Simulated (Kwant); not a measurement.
Model system: six-terminal Hall bar in a In0.53Ga0.47As two-dimensional gas. Effective mass 0.041 mₑ, grid spacing 12 nm, hard walls, nominal width 300 nm (25 grid rows, so walls 312 nm apart), one parabolic valley, scattering region 780 nm long along x; energies count from the band bottom; Fermi energy swept from 0.0006325 to 0.00506 eV. Four side probes 150 nm wide, two on each edge; current runs along x; the sign of the Hall resistance is a convention. Perpendicular field 0.41 T, also in the leads; orbital effect alone.

The device is made up for the run: typed textbook-type constants, with dimensions and the other settings drawn at random.

Computed with Kwant: effective-mass tight-binding model on a square grid, one spin, coherent transport at 0 K. Resistances are in h/e².

Q: How many Landau levels lie under the Fermi energy, and what Hall resistance follows, at 0.858 meV and 0.410 T; 1.23 meV and 0.410 T; 2.36 meV and 0.410 T; 3.48 meV and 0.410 T?

A: ħωc = ħeB/m = 2.82 meV a tesla; levels lie at (n + ½)ħωc. E/ħωc = 0.74 gives 1 level and h/(1e²) = 1.000; simulated 1.000. E/ħωc = 1.06 gives 1 level and h/(1e²) = 1.000; simulated 1.000. E/ħωc = 2.04 gives 2 levels and h/(2e²) = 0.500; simulated 0.500. E/ħωc = 3.01 gives 3 levels and h/(3e²) = 0.333; simulated 0.333.
